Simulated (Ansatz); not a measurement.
# MoSi2: response to strain

Consider MoSi$_{2}$ (space group I4/mmm, No. 139).

```xyz
3
Lattice="-1.6011 1.6011 3.9097 1.6011 -1.6011 3.9097 1.6011 1.6011 -3.9097" Properties=species:S:1:pos:R:3 pbc="T T T"
Mo     0.0000     0.0000     0.0000
Si     0.0000     0.0000     2.6219
Si     0.0000     0.0000     5.1976
```

Cartesian axes are those of the cell as printed.

Strains are applied to the cell and any free atomic positions relax; under biaxial strain the out-of-plane vector relaxes too.

Calculations: Kohn–Sham DFT with the r2SCAN functional, run in Ansatz (an electronic-structure program) with PAW and 500 eV plane waves, scalar-relativistic without spin-orbit coupling, earlier PAW set.

Notes on the quantities. energy relative to the base: free energy F; pressure: mean of the normal stresses, compression positive.

```json
[
 {"case": "base", "volume per atom": "13.36 Å³", "energy relative to the base": "0 meV/atom", "pressure": "0.0 GPa"},
 {"case": "biaxial strain +0.60 %, plane normal [001], relaxed out of plane", "volume per atom": "13.50 Å³", "energy relative to the base": "+1.5 meV/atom", "pressure": "-2.0 GPa"},
 {"case": "biaxial strain +0.99 %, plane normal [001], relaxed out of plane", "volume per atom": "13.58 Å³", "energy relative to the base": "+4.0 meV/atom", "pressure": "-3.2 GPa"},
 {"case": "biaxial strain +1.48 %, plane normal [001], relaxed out of plane", "volume per atom": "13.70 Å³", "energy relative to the base": "+8.8 meV/atom", "pressure": "-4.6 GPa"},
 {"case": "biaxial strain +1.53 %, plane normal [001], relaxed out of plane", "volume per atom": "13.71 Å³", "energy relative to the base": "+9.4 meV/atom", "pressure": "-4.8 GPa"},
 {"case": "isotropic strain −4.70 %", "volume per atom": "11.57 Å³", "energy relative to the base": "+0.215 eV/atom", "pressure": "43.6 GPa"},
 {"case": "isotropic strain −3.12 %", "volume per atom": "12.15 Å³", "energy relative to the base": "+90 meV/atom", "pressure": "25.8 GPa"},
 {"case": "isotropic strain −0.81 %", "volume per atom": "13.04 Å³", "energy relative to the base": "+5.6 meV/atom", "pressure": "5.7 GPa"},
 {"case": "uniaxial strain ε_xx = +2.38 %", "volume per atom": "13.68 Å³", "energy relative to the base": "+9.5 meV/atom", "pressure": "-4.6 GPa"},
 {"case": "tensor shear ε_yz = −1.29 %", "volume per atom": "13.36 Å³", "energy relative to the base": "+5.9 meV/atom", "pressure": "0.1 GPa"}
]
```

A case with no gap was solved on a k-mesh chosen for an insulator, which is coarse for it. Without a gap, meshes like the base's 14×14×14 leave anisotropic stresses uncertain by several tenths of a GPa, and small strain energies with them. No phonon test of stability was made. The final runs are not spin-polarised.
